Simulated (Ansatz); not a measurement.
Antifluorite Be2C, treated with revPBE (plane waves, PAW; Ansatz, an electronic-structure program).

Numerical settings: plane-wave cutoff 520 eV, 14×14×14 k mesh, Fermi–Dirac smearing 0.01 eV, scalar-relativistic PAW data made under PBE.

Response to compression and expansion:

```tsv
V (Å³/atom)	P (GPa)	direct gap at Γ (eV)	smallest gap on the k mesh (eV)
6.461	13.49	4.275	1.177
6.598	8.59	4.235	1.169
6.736	4.11	4.196	1.160
6.873	0.03	4.157	1.152
7.011	-3.71	4.119	1.144
7.148	-7.13	4.082	1.136
7.286	-10.25	4.045	1.127
```

The fundamental gap (1.15 eV at the equilibrium volume, with added k points) lies elsewhere than Γ–Γ.
